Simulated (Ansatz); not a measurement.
The reference is KI in the rock salt structure (space group Fm-3m, No. 225; a = 7.0056 Å). Axes: x, y, z lie along the cube axes.

Now apply this change: biaxial strain −2.08 %, plane normal [111], relaxed out of plane (Cartesian); in-plane vectors clamped, the third vector and the atoms free.

The values are results of DFT with PBEsol, PAW potentials and a 420 eV plane-wave cutoff in Ansatz (a first-principles code), scalar-relativistic without spin-orbit coupling, not measurements.

### Question
Give the band edges at the high-symmetry points of the new zone, measured from its valence-band maximum.

### Answer
| point | valence edge (eV) | conduction edge (eV) |
|---|---|---|
| Γ | 0.00 | 3.86 |
| T | -0.34 | 5.43 |
| H₂ | -0.71 | 6.30 |
| H₀ | -0.71 | 6.30 |
| L | -0.40 | 5.37 |
| S₀ | -0.52 | 5.47 |
| S₂ | -0.52 | 5.47 |
| F | -0.38 | 4.71 |

The gap is 3.86 eV, direct at Γ.

Spin-orbit coupling, missing from the scalar runs, can matter with I. Stability against distortions was not tested. k-point labels follow each cell's own Brillouin zone.
